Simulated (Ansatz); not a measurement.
**Carrier properties of GaAs under load (space group F-43m)**

Consider the following.

```
CELL_PARAMETERS angstrom
      0.00000     2.88729     2.88729
      2.88729     0.00000     2.88729
      2.88729     2.88729     0.00000
ATOMIC_POSITIONS crystal
  Ga 0.00000 0.00000 0.00000
  As 0.25000 0.25000 0.25000
```

Level of theory: r2SCAN with spin-orbit coupling, rigid bands (plane waves, PAW; Ansatz, a quantum-chemistry and plane-wave program). Condition of this run: hydrostatic pressure of -3.6 GPa (compression positive) (the target of the relaxation). Geometry: cell and atoms relaxed with PBEsol, then loaded as said.

| Quantity | Result |
|---|---|
| band gap | 0.41 eV |
| electron conductivity mass (300 K, dilute) | 0.035 mₑ |
| hole conductivity mass (300 K, dilute) | 0.44 mₑ |
| effective density of states N_c (300 K) | 1.4e17 cm⁻³ |
| effective density of states N_v (300 K) | 1.3e19 cm⁻³ |
| density-of-states mass, electrons | 0.032 mₑ |
| density-of-states mass, holes | 0.65 mₑ |
| Seebeck coefficient, n-type 1e19 cm⁻³, 300 K | -33 μV/K |
| best n-type power factor at 300 K for τ = 10 fs (best axis; densities from 1e16 to 1e21 cm⁻³ tried, whether or not they can be reached) | 9.5 μW/(cm·K²) at 3e20 cm⁻³ |
| Seebeck coefficient, p-type 1e19 cm⁻³, 300 K | 248 μV/K |

Rigid bands; masses and Seebeck coefficients take one relaxation time τ for all states and one kind of carrier; polarons and phonon drag are left out. Geometry: cell and atoms relaxed with PBEsol.
